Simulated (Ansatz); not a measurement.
Base system: BP (space group P4_2/mnm, No. 136; a = 5.5323 Å, c = 3.1873 Å; a hypothetical phase, not in the database extracts checked). Axes: x, y, z lie along a, b, c of the conventional cell.

Method: Ansatz (a first-principles code) PBEsol, no spin-orbit coupling.

Strains are applied to the cell and any free atomic positions relax; under biaxial strain the out-of-plane vector relaxes too.

One change was made to it. Results:

```csv
quantity,base,after
band gap,0.26 eV,zero
shortest interatomic distance,1.938 Å,1.914 Å
"pressure (mean of the normal stresses, compression positive)",0.0 GPa,9.4 GPa
```

Q: Which change produced these results?
A. biaxial strain −0.51 %, plane normal [001], relaxed out of plane
B. biaxial strain −3.30 %, plane normal [001], relaxed out of plane
C. biaxial strain −3.82 %, plane normal [001], relaxed out of plane
D. biaxial strain −1.68 %, plane normal [001], relaxed out of plane

A: B, biaxial strain −3.30 %, plane normal [001], relaxed out of plane. For comparison, the pressure in the other runs: biaxial strain −3.82 %, plane normal [001], relaxed out of plane gives 11.0 GPa; biaxial strain −1.68 %, plane normal [001], relaxed out of plane gives 45.7 kbar; biaxial strain −0.51 %, plane normal [001], relaxed out of plane gives 13.4 kbar.

The mesh was chosen for an insulator and is coarse for the gapless case. Stability against distortions was not tested. The final runs are not spin-polarised. The zero or small gap of BP can change with the level of theory.
